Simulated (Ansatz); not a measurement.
# A computed series for Al2O3: response to strain

The reference is Al₂O₃ in the corundum structure (space group R-3c, No. 167; a = 4.774 Å, c = 13.015 Å (hexagonal axes)). Axes: x lies along a and z along c of the hexagonal cell.

Strains are applied to the cell and any free atomic positions relax; under biaxial strain the out-of-plane vector relaxes too.

The values are results of plane-wave PAW DFT at the PBEsol level (Ansatz, a first-principles code, 420 eV), scalar-relativistic without spin-orbit coupling, not measurements.

```json
[
 {"biaxial strain, plane normal [001], relaxed out of plane (%)": "0", "band gap (eV)": "6.03"},
 {"biaxial strain, plane normal [001], relaxed out of plane (%)": "1.5", "band gap (eV)": "?"},
 {"biaxial strain, plane normal [001], relaxed out of plane (%)": "2.25", "band gap (eV)": "5.35"},
 {"biaxial strain, plane normal [001], relaxed out of plane (%)": "3", "band gap (eV)": "5.12"}
]
```

Task: Fit E_g = E₀ + Dε (ε in %) to the rows shown and predict the withheld row.

Result: Least squares on the printed values gives E₀ = 6.03 eV, D = -303 meV per % of strain (largest residual 0.00 eV); this predicts 5.58 eV, and the run gives 5.57 eV, in agreement.

Whether these cells are dynamically stable was not tested.
